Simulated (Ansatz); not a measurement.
Take C in the diamond structure (space group Fd-3m, No. 227; a = 3.572 Å) as the base.

(Cell as relaxed with PBE.)

Levels (all Ansatz, a first-principles code, PAW): PBE (420 eV, spin-orbit coupling left out); r2SCAN (500 eV, no spin-orbit coupling).

Each level relaxes its own structure.

| base | PBE | r2SCAN |
|---|---|---|
| volume per atom | 5.69 Å³ | 5.64 Å³ |
| lattice parameter a | 3.572 Å | 3.560 Å |
| band gap | 4.13 eV | 4.36 eV |

One thing is altered: full substitution C → Si; the structure is relaxed again.

```tsv
quantity	PBE	r2SCAN
shift of the gap caused by the change	-3.52 eV	___
smallest direct gap	2.55 eV	___
hole mass (degenerate bands, along [100])	0.16, 0.27, 0.27 mₑ (at Γ)	___
```

Q: What does r2SCAN give?

A: 
- shift of the gap caused by the change, r2SCAN: -3.59 eV
- smallest direct gap, r2SCAN: 2.74 eV
- hole mass (degenerate bands, along [100]), r2SCAN: 0.17, 0.25, 0.25 mₑ (at Γ)

PBE's shift of the gap caused by the change lies 0.07 eV above r2SCAN's; PBE's smallest direct gap lies 0.19 eV below r2SCAN's. Neither level is exact; r2SCAN is the comparison here, not a measurement.

Masses are band curvatures over ±0.01 Å⁻¹ around the edge. Stability against distortions was not tested.
